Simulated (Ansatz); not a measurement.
The starting structures come from a database of crystals and need not be the phases stable at ambient conditions.

By PBEsol, the system below comes out a metal.

Given:

```
CELL_PARAMETERS angstrom
      3.82154     0.00000     0.00000
      0.00000     3.82154     0.00000
      0.00000     0.00000     3.82154
ATOMIC_POSITIONS crystal
  Cd 0.00000 0.00000 0.00000
  Ni 0.50000 0.50000 0.00000
  Ni 0.00000 0.50000 0.50000
  Ni 0.50000 0.00000 0.50000
  N  0.50000 0.50000 0.50000
```

Space group of this cell: Pm-3m, anti-perovskite. The cell is taken as given; by PBEsol its mean pressure is -3.8 GPa.

The current flows along the normal of the first two printed cell vectors, the (001) plane of the conventional cell. No spin-orbit coupling; the value is a mean over 0.1 eV about the Fermi level.

Task: Estimate the ballistic conductance per area that Ansatz (an electronic-structure program) with PBEsol returns for this system.

Result: 0.55 × 10¹⁵ S/m² for both spins.
